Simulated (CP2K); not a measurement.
Band structure of SrZn2 (Imma, 6 atoms in the cell).

```xyz
6
Lattice="5.7939 0.0000 0.0000 -0.9675 5.7125 0.0000 -0.8805 -4.1512 3.9447" Properties=species:S:1:pos:R:3 pbc="T T T"
Sr     1.4864    -0.7324     0.9862
Sr     2.4595     2.2937     2.9586
Zn     3.5413     3.5048     0.2718
Zn     0.4046    -1.9435     3.6730
Zn    -0.4730     2.0012     1.7006
Zn     4.4189    -0.4399     2.2442
```

Method of the run: PBEsol, GPW, DZVP-MOLOPT-SR-GTH basis, GTH-PBE potentials (GTH_POTENTIALS) in CP2K.

Settings: CUTOFF = 600 Ry; REL_CUTOFF = 60 Ry; SMEAR/METHOD = FERMI_DIRAC; ELECTRONIC_TEMPERATURE = 1160.45 K; KPOINTS/SCHEME = MONKHORST-PACK 4 4 4; GAMMA_CENTERED = T; XC_FUNCTIONAL = PBE:PBESOL; Sr/BASIS_SET = DZVP-MOLOPT-SR-GTH; Sr/POTENTIAL = GTH-PBE-q10; Zn/BASIS_SET = DZVP-MOLOPT-SR-GTH; Zn/POTENTIAL = GTH-PBE-q12; METHOD = GPW; EPS_DEFAULT = 1e-11; EXTRAPOLATION = USE_GUESS.

The starting cell comes from a database of computed structures (which also holds hypothetical and non-ambient phases and stackings), without a prior relaxation at this level. Its lattice was rescaled by a random factor within 2.5 % of one. Values carry the incompleteness of an atom-centred basis. The potentials were made for another functional than the one used.

Levels in eV from the Fermi level, bands 31 to 36:
| point | 31 | 32 | 33 | 34 | 35 | 36 |
|---|---|---|---|---|---|---|
| Γ | -2.27 | -1.27 | -0.93 | -0.41 | -0.27 | 0.55 |
| X | -4.47 | -2.36 | -1.56 | -0.83 | 0.72 | 0.98 |
| L | -4.47 | -2.36 | -1.56 | -0.84 | 0.72 | 0.98 |
| T | -4.21 | -2.07 | -0.93 | -0.91 | 0.28 | 0.54 |
| W | -3.55 | -3.55 | -0.04 | -0.04 | 0.22 | 0.22 |
| R | -2.92 | -2.92 | -0.99 | -0.99 | 0.25 | 0.25 |
| X1 | -4.47 | -2.36 | -1.56 | -0.83 | 0.72 | 0.98 |
| Z | -4.49 | -2.49 | -0.29 | 0.31 | 2.34 | 2.35 |
| Y | -4.48 | -2.49 | -0.29 | 0.31 | 2.33 | 2.35 |
| S | -1.75 | -1.64 | -0.64 | -0.42 | 0.81 | 0.90 |

Bands cross the Fermi level along this path, so the cell is metallic at this level.

Higher empty bands are left out: an atom-centred basis made for the valence describes them poorly.
